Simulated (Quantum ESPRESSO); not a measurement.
Quantum ESPRESSO run on TiAu (P1, 4 atoms in the cell): self-consistent single point.

Level of theory: PBEsol, GBRV 1.5 ultrasoft (PBESOL) pseudopotentials (plane waves; Quantum ESPRESSO).

The change in words: atoms moved at random. Reference geometry:
```yaml
crystal:
  lattice:
    - [4.54169, 0.00000, 0.00000]
    - [0.00000, 2.90820, 0.00000]
    - [0.00000, 0.00000, 4.86885]
  atoms:
    - { symbol: Ti, position: [0.25000, 0.00000, 0.82019], spin: 1.0 }
    - { symbol: Ti, position: [0.75000, 0.00000, 0.17981], spin: 1.0 }
    - { symbol: Au, position: [0.25000, 0.50000, 0.32411] }
    - { symbol: Au, position: [0.75000, 0.50000, 0.67589] }
```
(The spins are starting values, not results.)

Reference input (self-consistent single point, DFT, PBEsol, plane waves, GBRV 1.5 ultrasoft (PBESOL) pseudopotentials): ecutwfc = 50 Ry; ecutrho = 400 Ry; occupations = smearing; smearing = fermi-dirac; degauss = 0.0036749 Ry; nspin = 2; potentials = {Ti: ti_pbesol_v1.4.uspp.F.UPF, Au: au_pbesol_v1.uspp.F.UPF}; K_POINTS = automatic 5 7 4 0 0 0; conv_thr = 1e-10 Ry; mixing_beta = 0.2. This run's input differs from it in these lines:

```diff
@@ -10,6 +10,3 @@
 &SYSTEM
-   ibrav = 8
-   A = 4.5416900000
-   B = 2.9082020000
-   C = 4.8688450000
+   ibrav = 0
    nat = 4
@@ -32,8 +29,12 @@
 ATOMIC_POSITIONS {bohr}
-Ti    2.1456375607    0.0000000000    7.5463906954
-Ti    6.4369126822    0.0000000000    1.6543928979
-Au    2.1456375607    2.7478526475    2.9820659704
-Au    6.4369126822    2.7478526475    6.2187176228
+Ti    2.2375995866   -0.0430588510    7.4578239525
+Ti    6.2767966249   -0.0688062303    1.6161084374
+Au    2.2239018364    2.8055740403    3.1107113266
+Au    6.4268024380    2.8020018318    6.2169326708
 K_POINTS {automatic}
 5 7 4  0 0 0
+CELL_PARAMETERS {angstrom}
+   4.5416900000     0.0000000000     0.0000000000
+   0.0000000000     2.9082020000     0.0000000000
+   0.0000000000     0.0000000000     4.8688450000
```

The program printed (abridged):

```
     Self-consistent Calculation

     iteration #  1     ecut=    50.00 Ry     beta= 0.20

---- Real-time Memory Report at c_bands before calling an iterative solver
           385 MiB given to the printing process from OS
           208 MiB allocation reported by mallinfo(arena+hblkhd)
------------------

     negative rho (up, down):  5.161E-04 5.940E-04

     total energy              =    -464.09354569 Ry
     estimated scf accuracy    <      15.99146440 Ry

     total magnetization       =     0.70 Bohr mag/cell
     absolute magnetization    =     1.22 Bohr mag/cell

     iteration #  2     ecut=    50.00 Ry     beta= 0.20

   [... lines left out ...]

     iteration # 27     ecut=    50.00 Ry     beta= 0.20

---- Real-time Memory Report at c_bands before calling an iterative solver
           560 MiB given to the printing process from OS
           252 MiB allocation reported by mallinfo(arena+hblkhd)
------------------

     negative rho (up, down):  1.040E-04 1.219E-03

     Magnetic moment per site  (integrated on atomic sphere of radius R)
     atom   1 (R=0.243)  charge= 10.1434  magn=  0.5112
     atom   2 (R=0.243)  charge= 10.1241  magn=  0.5086
     atom   3 (R=0.243)  charge=  8.8669  magn=  0.0120
     atom   4 (R=0.243)  charge=  8.8694  magn=  0.0189
     End of self-consistent calculation

     the Fermi energy is    15.9611 ev

!    total energy              =    -467.90770354 Ry
     estimated scf accuracy    <          4.3E-11 Ry
     smearing contrib. (-TS)   =      -0.00217417 Ry
     internal energy E=F+TS    =    -467.90552937 Ry

     total magnetization       =     1.33 Bohr mag/cell
     absolute magnetization    =     1.35 Bohr mag/cell

     convergence has been achieved in  27 iterations

     negative rho (up, down):  1.040E-04 1.219E-03

     Forces acting on atoms (cartesian axes, Ry/au):

     atom    1 type  1   force =    -0.01882895    0.00918040    0.01825533
     atom    2 type  1   force =     0.03082861    0.00948872    0.01023238
     atom    3 type  2   force =    -0.03501773   -0.00944075   -0.03582360
   [... lines left out ...]
     Total force =     0.072005     Total SCF correction =     0.000004
   [... lines left out ...]

     negative rho (up, down):  1.040E-04 1.219E-03
          total   stress  (Ry/bohr**3)                   (kbar)     P=       35.78
   0.00026766   0.00001079  -0.00001917           39.37        1.59       -2.82
   0.00001079   0.00019974   0.00001228            1.59       29.38        1.81
  -0.00001917   0.00001228   0.00026221           -2.82        1.81       38.57

   JOB DONE.
```

The run converged in 27 iterations. Against the reference run the free energy rises by 31.4 meV/atom, the pressure goes from 1.93 to 3.58 GPa, the largest force goes from 0.184 to 1.311 eV/Å and the size of the net moment hardly changes (0.30 to 0.33 μB/atom).

The starting cell comes from a database of computed structures (which also holds hypothetical and non-ambient phases and stackings), without a prior relaxation at this level. Its lattice was rescaled by a random factor within 2.5 % of one. For this run, on top of that: atoms moved at random. The magnetic order is the one reached from the typed start; others were not searched systematically. With a pressure of about 4 GPa the cell is away from its equilibrium volume at this level. Forces in this geometry exceed 1 eV/Å.

Cost on one core of a shared machine: roughly 7 min.
